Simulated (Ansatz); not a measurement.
BeS: response to strain

Take BeS in the zinc blende structure (space group F-43m, No. 216; a = 4.8381 Å) as the base.

Strains are applied to the cell and any free atomic positions relax.

Level of theory: PBEsol, PAW, 420 eV (Ansatz, a quantum-chemistry and plane-wave program; no spin-orbit coupling).

Candidates:
(a) isotropic strain +2.00 %
(b) isotropic strain +3.00 %
(c) isotropic strain −1.00 %

Notes on the quantities. energy relative to the base: free energy F.

Order them by energy relative to the base, highest first.

(b) isotropic strain +3.00 % (+32 meV/atom), (a) isotropic strain +2.00 % (+15 meV/atom), (c) isotropic strain −1.00 % (+4.0 meV/atom)

Whether these cells are dynamically stable was not tested.
